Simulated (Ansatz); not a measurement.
A user runs Ansatz (a quantum-chemistry and plane-wave program) on Nb2Sn (P4/nmm, 6 atoms in the cell) and asks whether the run is sound. The aim is a self-consistent single point with DFT, PBE, plane waves, default PAW files.

Cell that was meant: a = 4.2997 Å, b = 4.2997 Å, c = 6.5607 Å, α = 90.00°, β = 90.00°, γ = 90.00°.

Part of the input:

Ansatz 0.2 input:
```yaml
  ecutwfc: 30.9 Ry
kpoints:
  mp_grid:
    grid: [1, 1, 1]
hamiltonian:
  xc: pbe
  pseudopotentials:
```

Log, with long lists cut:

```
WARN ansatz: RAYON_NUM_THREADS=1 ignored (pool sized by the plan → 1); use --threads N
Pseudopotentials: kind: paw
   [... lines left out ...]
Bands: 48, of which v1, the nominal top of the filled ones, is band 40 counted from 1 (39 counted from 0)
Symmetry: 16 space group operations
Space group: P4/nmm (ITA 129), of the structure as read, at distance tolerance 5.0e-5 Å
k-points: 1
Initial density: superposition of atomic densities (neutral atoms: chi_scale 0, normalization atom), corrected by the library's trained network
Initial wavefunctions: pseudopotential atomic-orbital guess
Eigensolver: davidson
Functional: x = pbe(κ = 0.804, μ = 0.2195149727645171), c = pbe(β = 0.06672455060314922)
SCF iter   1: F=—  HF=-30254.241480 eV  |F-HF|=—  |Δ(HF+E_count)|=         —  Δρ=2.61e-2  dr2=1.24e0  ethr=1.77e-3  ⟨swp⟩=5.0  Hψ=158  notcnv=0
all-band conjugate gradients solve this SCF's bands
preconditioner: auto → Kerker (q_TF=auto, 2.545 Å⁻¹)
SCF iter   2: F=—  HF=-30254.156108 eV  |F-HF|=—  |Δ(HF+E_count)|=   8.54e-2  S|Δr|=    0.00e0  Δρ=1.45e-2  dr2=2.01e-1  ethr=1.55e-3  ⟨swp⟩=1.0  Hψ=56  notcnv=0  defer=1
   [... lines left out ...]
SCF iter   7: F=—  HF=-30254.147406 eV  |F-HF|=—  |Δ(HF+E_count)|=   1.17e-5  S|Δr|=    0.00e0  Δρ=2.31e-5  dr2=1.83e-6  ethr=1.18e-8  ⟨swp⟩=2.0  Hψ=62  notcnv=0  defer=1
SCF iter   8: F=—  HF=-30254.147406 eV  |F-HF|=—  |Δ(HF+E_count)|=   2.02e-7  S|Δr|=    0.00e0  Δρ=7.79e-6  dr2=2.04e-7  ethr=2.28e-9  ⟨swp⟩=2.0  Hψ=62  notcnv=0  defer=1
SCF iter   9: F=-30254.147406 eV  HF=-30254.147406 eV  |F-HF|=5.65e-9  |Δ(HF+E_count)|=   3.67e-8  S|Δr|=    0.00e0  Δρ=2.79e-6  dr2=1.37e-8  ethr=1.25e-10  ⟨swp⟩=9.0  Hψ=164  notcnv=0
SCF 1 converged in 9 iterations: F = -30254.147406 eV  dr2 = 1.37e-8
Stability not checked (fill_not_monotonic)
Free energy (F): -30254.147406 eV
Internal energy: -30253.945536 eV  (E = F + TS)
E sigma→0 (E₀):  -30254.080116 eV
Entropy (-TS):   -0.201871 eV (-33.645 meV/atom)
Fermi energy:    15.916915 eV
--- Forces (eV/Å), atoms counted from 1 ---
  atom   1  Nb     0.00000000    -0.00000000     0.00000000
  atom   2  Nb     0.00000000    -0.00000000     0.00000000
  atom   3  Nb    -0.00000000     0.00000000     2.77082415
   [... lines left out ...]
  atom   6  Sn     0.00000000    -0.00000000     0.84212718
--- Stress (GPa, compression-positive) ---
       -3.514008       0.000000       0.000000
        0.000000      -3.514008       0.000000
        0.000000       0.000000      23.608389
  P = ⅓ Tr σ = 5.5268 GPa (55.268 kbar)
  The stress holds the Pulay correction. Without it, at fixed plane waves, as pw.x and ABINIT print it: P = 5.4861 GPa
```

Is this run sound? If not, what is wrong?

The run is not sound. The fault is a single k-point for a small metallic cell. One k-point cannot sample the Fermi surface of a small cell. To fix it, use a converged k-point mesh. The run converged in 9 iterations without an error; against the sound input the free energy rises by 374 meV/atom, the pressure goes from 9.11 to 5.53 GPa and the largest force goes from 0.879 to 2.771 eV/Å.

The sound input it was made from differs as follows (other fixes are possible):
```diff
-    grid: [1, 1, 1]
+    grid: [9, 9, 6]
```

With that input, the run converged in 7 iterations: free energy E − TS (on the zero of these files) -30256.3907 eV; Fermi level (on the code's own zero) 15.42 eV; pressure 9.11 GPa; largest force (vector length) 0.879 eV/Å (DFT, PBE, plane waves, default PAW files).

On the sound input: the starting cell was generated: these elements placed on a structure prototype, without a prior relaxation; it need not be a known phase or ordering of this composition. Spin polarisation is off. With a pressure of about 9 GPa the cell is away from its equilibrium volume at this level. Ansatz's pressure includes its estimate of the finite-basis (Pulay) stress.
